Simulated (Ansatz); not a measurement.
Take YN in the rock salt structure (space group Fm-3m, No. 225; a = 4.8957 Å) as the base. Axes: x, y, z lie along the cube axes.

All numbers come from Ansatz (a program for electronic structure), r2SCAN, PAW, cutoff 500 eV, no SOC.

Free-standing slabs (2 atom(s) a layer) normal to the z axis with 15 Å of vacuum; in-plane cell held at bulk.

One change was made to it. Results:

The shortest interatomic distance falls by 0.1854 Å, from 2.448 Å to 2.262 Å; the band gap increases by 0.47 eV (0.58 eV → 1.05 eV); the gap character comes out as direct at Γ.

Question: Name the change that was made.
(A) 1 layer
(B) 2 layers
(C) 3 layers
(D) 5 layers
(E) 6 layers

Answer: B, 2 layers. For comparison, the band gap in the other runs: 1 layer gives 0.63 eV; 6 layers gives 0.59 eV; 5 layers gives 0.61 eV; 3 layers gives 0.75 eV.

Whether these cells are dynamically stable was not tested. k-point labels follow each cell's own Brillouin zone.
